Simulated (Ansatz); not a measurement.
## ScAl3, response to strain

Take ScAl$_{3}$ in the Cu3Au type structure (space group Pm-3m, No. 221; a = 4.107 Å; relaxed with 0.1 eV smearing) as the base.

Strains are applied to the cell and any free atomic positions relax.

All numbers come from DFT with PBE, PAW potentials and a 420 eV plane-wave cutoff in Ansatz (an electronic-structure program), no spin-orbit coupling.

| isotropic strain (%) | pressure (GPa) |
|---|---|
| -3 | 9.5 |
| -2.4 | 7.3 |
| -1.8 | 5.3 |
| -1.2 | 3.4 |
| -0.6 | ? |
| 0 | 0.0 |

Q: Fit P = P₀ − Bδ + Cδ² with δ = (1 + ε)³ − 1 to the rows shown and predict the withheld row.

A: Least squares on the printed values gives P₀ = 0.0 GPa, B = 86.0 GPa, C = 259 GPa (largest residual 0.0 GPa); this predicts 1.6 GPa, and the run gives 1.6 GPa, in agreement.

Whether these cells are dynamically stable was not tested. All final runs are without spin polarisation.
